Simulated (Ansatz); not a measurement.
## How the band gap of ZnO (model structure, started from the BN type, Pm-3n, No. 223, 12 atoms in the cell) moves with the method

No measured value is used here.

```json
[
 {"level (code)": "LDA (Ansatz)", "value (eV)": "0.99 (direct)"},
 {"level (code)": "PBEsol (Ansatz)", "value (eV)": "(withheld)"},
 {"level (code)": "r²SCAN (Ansatz)", "value (eV)": "1.38 (direct)"},
 {"level (code)": "HSE06 (Ansatz)", "value (eV)": "2.70 (direct)"}
]
```

Some entries are withheld; supply them.


- PBEsol (Ansatz, a program for electronic structure), value (eV): 1.02 (direct)

Computed values are for a static lattice.  Values are at the PBEsol cell. Cutoffs and k meshes differ between the levels. Ansatz's density-functional and Hartree–Fock values are scalar-relativistic unless marked +SOC, with PAW data made under PBE.

A model structure was made by putting elements into a prototype or built by hand; it is no filed structure, need not be a known phase, and can be a saddle point held by its symmetry.
